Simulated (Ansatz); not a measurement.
# How far to go with the k-point mesh at a smearing width of 0.02 eV: Mg (P-3m1, 2 atoms in the cell)

```xyz
2
Lattice="1.6002 -2.7716 0.0000 1.6002 2.7716 0.0000 0.0000 0.0000 5.1944" Properties=species:S:1:pos:R:3 pbc="T T T"
Mg     1.6002     0.9239     1.3486
Mg     1.6002    -0.9239     3.8958
```

Method of the run: LDA (PW92), default PAW files made with PBE (plane waves; Ansatz, a program for electronic structure).

Base settings: basis.ecutwfc = 30.9 Ry; kpoints.mp_grid.grid = 12 12 7; hamiltonian.xc = lda; hamiltonian.pseudopotentials = {kind: paw} (the program's default PAW files); scf.occupations.method = fermi_dirac; scf.occupations.width = 0.0073 Ry.

In this ladder: scf.occupations.width = 0.0015 Ry.

Only quantities that move along the ladder and can be compared are tabulated.

The count of work is k-points × plane waves × bands × iterations; it is no time. 

The starting cell has typed, rounded lattice constants, without a prior relaxation at this level. Its lattice was rescaled by up to half a per cent. One atom was moved a little off its site on purpose. Ansatz's pressure includes its estimate of the finite-basis (Pulay) stress.

Steps (kpoints.mp_grid.grid): 4 4 3; 5 5 3; 6 6 3; 7 7 4; 9 9 5; 11 11 6; 13 13 7; 16 16 9; 19 19 10; 23 23 13; 28 28 15.

Problem. What is the coarsest kpoints.mp_grid.grid that holds the free energy within 2 meV/atom of the last step, with all finer ones?

Solution. 19 19 10, at 0.33 of the last step's count of work; the step before is off by 2.5 meV/atom.

Problem. What is the coarsest kpoints.mp_grid.grid that holds the pressure within 0.05 GPa of the last step, with all finer ones?

Solution. 13 13 7, at 0.12 of the last step's count of work; the step before is off by 0.09 GPa.

Problem. What is the coarsest kpoints.mp_grid.grid that holds the forces within 0.005 eV/Å of the last step, with all finer ones?

Solution. 9 9 5, at 0.046 of the last step's count of work; the step before is off by 0.036 eV/Å.

```csv
kpoints.mp_grid.grid,free energy less the last step's (meV/atom),pressure (GPa),largest difference of a force vector from the last step's (eV/Å),count of work / last
4 4 3,-53.76,-2.23,0.012,0.0082
5 5 3,-33.54,-2.17,0.025,0.013
6 6 3,49.36,-2.09,0.011,0.016
7 7 4,-11.16,-2.03,0.036,0.026
9 9 5,3.42,-2.25,0.002,0.046
11 11 6,-9.18,-2.28,0.002,0.077
13 13 7,4.87,-2.18,0.004,0.12
16 16 9,2.48,-2.18,0.002,0.21
19 19 10,1.41,-2.18,0.003,0.33
23 23 13,0.48,-2.17,0.001,0.60
28 28 15,0.00,-2.19,0.000,1.0
```

Keys are those of Ansatz 0.2.
